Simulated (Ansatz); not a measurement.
CuI: pressure series

Base system: CuI in the zinc blende structure (space group F-43m, No. 216; a = 6.021 Å).

Cell and atoms are relaxed at each pressure.

Computed with Ansatz (a program for electronic structure) r2SCAN, no SOC, earlier PAW set.

```json
[
 {"case": "base", "band gap": "1.67 eV", "volume per atom": "27.28 Å³"},
 {"case": "pressure −2 GPa", "band gap": "___", "volume per atom": "___"},
 {"case": "pressure −1 GPa", "band gap": "1.60 eV", "volume per atom": "27.94 Å³"},
 {"case": "pressure 3 GPa", "band gap": "1.85 eV", "volume per atom": "25.72 Å³"},
 {"case": "pressure 7 GPa", "band gap": "2.06 eV", "volume per atom": "24.25 Å³"},
 {"case": "pressure 15 GPa", "band gap": "2.38 eV", "volume per atom": "22.26 Å³"},
 {"case": "pressure 30 GPa", "band gap": "2.16 eV", "volume per atom": "20.01 Å³"},
 {"case": "pressure 50 GPa", "band gap": "1.86 eV", "volume per atom": "___"},
 {"case": "pressure 75 GPa", "band gap": "1.55 eV", "volume per atom": "16.68 Å³"},
 {"case": "pressure 100 GPa", "band gap": "1.30 eV", "volume per atom": "15.62 Å³"}
]
```

Question: Complete the table.

Answer: 
- pressure −2 GPa, band gap: 1.52 eV
- pressure −2 GPa, volume per atom: 28.73 Å³
- pressure 50 GPa, volume per atom: 18.17 Å³

With I present, leaving out spin-orbit coupling can change the band edges. Load acts through the strain it causes; cell and atoms are relaxed under it. Stability against distortions was not tested. Tetrahedral semiconductors of this kind turn to denser phases somewhere between about 1 and 50 GPa; those were not computed, so compressed cells here can lie past the real transition. The final runs are not spin-polarised.
